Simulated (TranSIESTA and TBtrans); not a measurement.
Run with TranSIESTA and TBtrans (open boundaries, self-consistent; PseudoDojo norm-conserving potentials, scalar-relativistic): PAO.BasisSize DZP, PAO.EnergyShift 0.15 eV, XC.Authors PBE, Mesh.Cutoff 200 Ry, ElectronicTemperature 300 K, TS.Voltage 0.0 eV, TBT.Elecs.Eta 0.001 eV, no spin polarisation.

Junction: Cu chain with one bond stretched by 0.6 Å. Leads: straight Cu chain, spacing 2.3 Å. Geometry: as built, not relaxed.

### Question
Predict: conductance at 300 K (G0 = 2e²/h); thermopower (μV/K); mean T from −0.5 to 0.5 eV.

### Answer
conductance at 300 K (G0 = 2e²/h): 1.49; thermopower (μV/K): 67; mean T from −0.5 to 0.5 eV: 1.61. The leads' channel count changes near -0.01 eV, within the thermal window, so values at the Fermi level hang on where that band edge falls. The straight chain is held at its spacing; free chains may zigzag or dimerise. No spin-polarised start was tried, so a magnetic state, if there is one, is missed.
